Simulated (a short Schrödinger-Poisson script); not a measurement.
Stack: MOS inversion layer, HfO2 on p-type In0.53Ga0.47As, at 400 K.

```csv
layer,material,thickness (nm),Na (cm⁻³)
1,HfO2,7.6,-
2,In0.53Ga0.47As,820,2.4e17
```

Constants are typed, rounded textbook-type inputs, not results; the design itself was drawn at random and stands for no fabricated device. HfO2: permittivity 22, conduction-band edge (eV) 2.01, gap (eV) 5.7, electron mass (mₑ) 0.2. In0.53Ga0.47As: permittivity 13.9, conduction-band edge (eV) 0, gap (eV) 0.74, Nv at 300 K (cm⁻³) 7.7e18.

Channel valleys (confinement mass, in-plane density-of-states mass, number): Γ 0.041, 0.041, 1. At the gate the conduction-band edge of layer 1 lies 2.34 eV − eVg above the Fermi level of the channel; the field vanishes at the back. Gaps are held at their typed values at every temperature. Mesh 0.03 nm at interfaces.

Solved with a short Schrödinger-Poisson script written for these runs: 1D Poisson equation in equilibrium, electrons quantum, Hartree (BenDaniel-Duke, 12 states a valley, the channel's in-plane mass for all, wave functions ending at the dielectric), parabolic valleys, classical holes, full ionisation, no traps, pinning or gate leakage.

The same stack at other levels of the model or other numerical settings:

| run | sheet density of all electrons at Vg = 1.15 V (cm⁻²) | sheet density of all electrons at Vg = 0.55 V (cm⁻²) | capacitance at Vg = 1.15 V (μF/cm²) | centroid of the channel electrons at Vg = 1.15 V (nm) | rough cost against the base |
|---|---|---|---|---|---|
| base | 3.32e12 | 1.08e11 | 1.09 | 5.15 | about 1 |
| electrons treated as classical, Boltzmann | 8.02e12 | 5.84e11 | 2.29 | 0.87 | 0.05 |
| electrons treated as classical, Fermi-Dirac | 4.22e12 | 3.66e11 | 1.23 | 3.39 | 0.3 |
| electrons treated as quantum, Hartree plus LDA exchange-correlation | 3.44e12 | 1.21e11 | 1.11 | 5.08 | 2 |
| mesh six times as coarse | 3.32e12 | 1.08e11 | 1.09 | 5.15 | 0.2 |
| one subband a valley | 3.14e12 | 1.05e11 | 1.00 | 4.58 | 0.7 |

The classical rows ignore confinement, and Boltzmann statistics overrate the density once the band edge passes the Fermi level.

Above a few 1e12 electrons/cm² a light Γ valley is non-parabolic and upper valleys begin to fill, which the model leaves out.
